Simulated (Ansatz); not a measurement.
# A computed series for TiO2: response to strain

Take TiO2 in the anatase structure (space group I4_1/amd, No. 141) as the base.

TiO₂ is modelled in the tetragonal space group I4₁/amd, origin choice 1 (No. 141), the anatase structure, Pearson symbol tI12. Lattice parameters: a = 3.7393 Å, b = 3.7393 Å, c = 9.4551 Å, α = 90.00°, β = 90.00°, γ = 90.00°. Ti on 4a is surrounded by 6 O at 1.911–1.967 Å. O on 8e has 3 Ti at 1.911–1.967 Å. (Neighbours: up to the widest gap in distance over summed covalent radii, below 1.35, at either atom; cation-cation and far metal-metal contacts left out.)
(The calculation used a cell of 6 atoms; values per cell refer to that cell.)

Strains are applied to the cell and any free atomic positions relax.

Method: DFT with LDA, PAW potentials and a 420 eV plane-wave cutoff in Ansatz (a first-principles code), scalar-relativistic without spin-orbit coupling.

Notes on the quantities. energy relative to the base: free energy F.

```csv
isotropic strain (%),energy relative to the base (meV/atom)
0,0.0
0.6,2.4
1.2,9.2
1.8,?
2.4,35.5
3,54.3
```

Q: Fit ΔE = Aε² + Bε³ (ε in %) to the rows shown and predict the withheld row.

A: Least squares on the printed values gives A = 6.67 and B = -0.21 meV/atom (largest residual 0.0 meV/atom); this predicts 20.4 meV/atom, and the run gives 20.4 meV/atom, in agreement.

Stability against distortions was not tested. The final runs are not spin-polarised.
